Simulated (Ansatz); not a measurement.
Start from BAs in the zinc blende structure (space group F-43m, No. 216; a = 4.768 Å). Axes: x, y, z lie along the cube axes.

Modification: uniaxial stress, 5 GPa compression along x, with the cell and atoms free to relax against it.

Levels (all Ansatz, a program for electronic structure, PAW): PBEsol (420 eV, no SOC); r2SCAN (500 eV, spin-orbit coupling left out); HSE06 (420 eV, no spin-orbit coupling).

One geometry, relaxed with PBEsol, under each level:

| level | band gap | lowest conduction level above the VBM at special points | electron mass | hole mass | pressure |
|---|---|---|---|---|---|
| PBEsol | 0.70 eV | M 0.94 eV; X 1.25 eV; S₀ 1.51 eV; S 1.51 eV | 1.1 mₑ along k, 0.21 mₑ across (off the special points) | 0.23 mₑ along x, 0.21 mₑ across (at Γ) | 16.7 kbar |
| r2SCAN | 0.95 eV | M 1.22 eV; X 1.52 eV; S₀ 1.82 eV; S 1.82 eV | 1.1 mₑ along k, 0.21 mₑ across (off the special points) | 0.22 mₑ along x, 0.20 mₑ across (at Γ) | 31.9 kbar |
| HSE06 | 1.41 eV | M 1.68 eV; X 1.98 eV; S₀ 2.29 eV; Γ 3.86 eV | – | – | – |

Single points use the geometry relaxed with PBEsol. Their cutoffs differ, which shifts pressures a little. HSE06 was sampled on its mesh, a few special points and the semilocal edge points, so its gap is an upper bound. Load acts through the strain it causes; cell and atoms are relaxed under it. Masses are band curvatures over ±0.01 Å⁻¹ around the edge. Along k means along the line from Γ to the band edge. Stability under load was not tested beyond the relaxation. k-point labels follow each cell's own Brillouin zone.
